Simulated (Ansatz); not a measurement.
## Response to strain in BeTe

The parent structure is BeTe in the zinc blende structure (space group F-43m, No. 216; a = 5.657 Å). Axes: x, y, z lie along the cube axes.

Strains are applied to the cell and any free atomic positions relax; under biaxial strain the out-of-plane vector relaxes too.

The values are results of r2SCAN/PAW in Ansatz (an electronic-structure program), spin-orbit coupling left out, not measurements.

```json
[
 {"change": "base", "band gap": "2.38 eV", "gap character": "indirect, Γ → X", "smallest direct gap": "4.04 eV"},
 {"change": "biaxial strain −3.68 %, plane normal [001], relaxed out of plane", "band gap": "1.97 eV", "gap character": "indirect, Γ → X", "smallest direct gap": "3.84 eV"},
 {"change": "biaxial strain +2.12 %, plane normal [111], relaxed out of plane", "band gap": "2.30 eV", "gap character": "indirect, Γ → F", "smallest direct gap": "3.80 eV"},
 {"change": "isotropic strain +4.67 %", "band gap": "2.66 eV", "gap character": "indirect, Γ → X", "smallest direct gap": "3.39 eV"},
 {"change": "uniaxial strain ε_xx = +1.09 %", "band gap": "2.36 eV", "gap character": "indirect, Γ → X", "smallest direct gap": "4.02 eV"},
 {"change": "uniaxial strain ε_yy = +3.13 %", "band gap": "2.32 eV", "gap character": "indirect, Γ → X", "smallest direct gap": "4.00 eV"}
]
```

With Te present, leaving out spin-orbit coupling can change the band edges. No phonon test of stability was made. Labels are those of the standard path for the cell's own space group.
